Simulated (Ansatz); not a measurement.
System: In-vacancy pair (In on one host Al site, one Al site vacant) in fcc Al (neutral cell). Method: PBE, PAW (plane waves to 420 eV; Ansatz, an electronic-structure program).

Cell of 32 host sites held at the relaxed PBE lattice; a 3×3×3 k-point mesh shifted by half a step; Fermi-Dirac width 0.10 eV, spin-restricted; finite-size errors left in. Energies are static. Forms of the defect that were not tried may lie lower.

Barriers: single points on a 5×5×5 k-point mesh shifted by half a step at the bands' geometries.

The step: In and the vacancy change places (In-vacancy distance between ideal sites 2.86 Å throughout). Atoms about the jump, Cartesian Å from the middle of the jump, before and after:

```tsv
atom	x0	y0	z0	x1	y1	z1
In1	0.00	-0.82	-0.82	0.00	0.82	0.82
Al2	-2.11	1.09	-1.01	-2.11	1.01	-1.09
Al3	2.11	1.09	-1.01	2.11	1.01	-1.09
Al4	-2.11	-1.01	1.09	-2.11	-1.09	1.01
Al5	2.11	-1.01	1.09	2.11	-1.09	1.01
Al6	0.00	3.00	-1.00	0.00	3.09	-1.06
Al7	0.00	-1.00	3.00	0.00	-1.06	3.09
Al8	0.00	1.06	-3.09	0.00	1.00	-3.00
```

Where do these atoms stand at the saddle point, and how high is it?


| atom | x | y | z |
|---|---|---|---|
| In1 | 0.00 | 0.00 | -0.01 |
| Al2 | -2.22 | 1.10 | -1.12 |
| Al3 | 2.23 | 1.10 | -1.11 |
| Al4 | -2.22 | -1.11 | 1.10 |
| Al5 | 2.22 | -1.10 | 1.10 |
| Al6 | 0.00 | 3.03 | -1.02 |
| Al7 | 0.00 | -1.02 | 3.02 |
| Al8 | 0.00 | 1.01 | -3.04 |
It lies 0.24 eV above the start and 0.24 eV above the end. The program found a first-order saddle point.
